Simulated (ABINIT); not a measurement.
A self-consistent single point of Be₃Fe (P1, 4 atoms in the cell) with ABINIT.

Level of theory: PBEsol, PAW (JTH v2.0 PBE PAW, files made for PBE) (plane waves; ABINIT).

The change in words: lattice scaled by 0.98. Reference geometry:
```
Be3Fe
1.0
    3.23900     0.00000     0.00000
    0.00000     3.23900     0.00000
    0.00000     0.00000     3.23900
Be Fe
3 1
Direct
  0.00634   0.49949   0.49939
  0.49241   0.00658   0.50304
  0.49539   0.50074   0.99352
  0.00586   0.99318   0.00404
```
Moments meant for the start (each program seeds them in its own way; μB, in the order of the atoms Be Be Be Fe): 0.0 0.0 0.0 4.0.

Reference input (self-consistent single point, DFT, PBEsol, plane waves, PAW (JTH v2.0 PBE PAW, files made for PBE)): pseudos = [Be.GGA_PBE-JTH.xml, Fe.GGA_PBE-JTH.xml]; ecut = 30 Ha; pawecutdg = 60 Ha; pawxcdev = 0; ixc = -116133; nsppol = 2; occopt = 7; tsmear = 0.00734986 Ha; ngkpt = 6 6 6; nshiftk = 1; shiftk = 0 0 0; potentials = JTH v2.0 PBE PAW. This run's input differs from it in these lines:

```diff
@@ -3,3 +3,3 @@
 pseudos "Be.GGA_PBE-JTH.xml, Fe.GGA_PBE-JTH.xml"
-acell 6.1208229177 6.1208229177 6.1208229177
+acell 5.9984064593 5.9984064593 5.9984064593
 rprim
```

The program printed (abridged):

```
--- !BeginCycle
solver: {iscf: 17, nstep: 80, nline: 4, wfoptalg: 10, }
tolerances: {toldfe: 1.00E-09, }
...

     iter   Etot(hartree)     deltaE(h) residm    nres2    magn
 ETOT  1  -160.03427342126    -1.60E+02 3.64E+01 1.98E+03 2.144
 ETOT  2  -178.71552089412    -1.87E+01 1.40E+00 3.66E+03 0.351
 ETOT  3  -170.06003410745     8.66E+00 9.50E-01 1.26E+03 0.182
 ETOT  4  -168.62952852493     1.43E+00 3.45E-01 2.73E+02 0.073
 ETOT  5  -169.49092716775    -8.61E-01 1.41E-01 9.84E+02 0.201
   [... 19 lines left out ...]
 ETOT 25  -168.43268673224    -1.07E-08 1.50E-04 7.66E-07 1.485
 ETOT 26  -168.43268673535    -3.11E-09 1.30E-04 1.07E-07 1.485
 ETOT 27  -168.43268673616    -8.15E-10 1.17E-04 3.13E-08 1.485
 ETOT 28  -168.43268673626    -9.45E-11 1.10E-04 5.97E-09 1.485
 At SCF step   28, etot is converged :
  for the second time, diff in etot=  9.453E-11 < toldfe=  1.000E-09

 Cartesian components of stress tensor (hartree/bohr^3)
  sigma(1 1)= -2.14861542E-04  sigma(3 2)= -1.39412963E-06
  sigma(2 2)= -2.16418383E-04  sigma(3 1)= -3.11268271E-06
  sigma(3 3)= -2.16248590E-04  sigma(2 1)=  6.51250811E-06

 Integrated electronic and magnetization densities in atomic spheres:
 Radius=ratsph(iatom), smearing ratsm=  0.0000. Diff(up-dn)=approximate z local magnetic moment.
 Atom    Radius    up_density   dn_density  Total(up+dn)  Diff(up-dn)
    1   1.60728     1.331852     1.338523      2.670375    -0.006670
    2   1.60728     1.332149     1.338714      2.670863    -0.006566
    3   1.60728     1.331767     1.338401      2.670167    -0.006634
   [... lines left out ...]
 Total magnetization (from the atomic spheres):             1.459837
 Total magnetization (exact up - dn):                       1.484596
 Fermi (or HOMO) energy (hartree) =   0.31087   Average Vxc (hartree)=  -0.43625
 Fermi (or HOMO) energy (eV) =   8.45918   Average Vxc (eV)= -11.87099
   [... lines left out ...]
'-kT*entropy'       : -8.78896946084458E-04
total_energy        : -1.68432691404837E+02
total_energy_eV     : -4.58328662038995E+03
...

-Cartesian components of stress tensor (GPa)         [Pressure=  6.3503E+00 GPa]
- sigma(1 1)= -6.32144376E+00  sigma(3 2)= -4.10167029E-02
- sigma(2 2)= -6.36724757E+00  sigma(3 1)= -9.15782717E-02
- sigma(3 3)= -6.36225209E+00  sigma(2 1)=  1.91604571E-01

 Calculation completed.
```

The run converged in 28 iterations. Against the reference run the free energy goes up by 5.5 meV/atom, the pressure goes from -3.50 to 6.35 GPa, the largest force goes from 0.580 to 0.672 eV/Å and the size of the net moment moves little (0.39 to 0.37 μB/atom).

The starting cell comes from a database of computed structures (which also holds hypothetical and non-ambient phases and stackings), without a prior relaxation at this level. Its atoms were displaced at random from the sites of space group no. 221. For this run, on top of that: lattice scaled by 0.98. With one magnetic atom in the cell only a parallel order is possible. The potentials were made for another functional than the one used. With a pressure of about 6 GPa the cell is away from its equilibrium volume at this level.

Cost on one core of a shared machine: roughly 7 min.
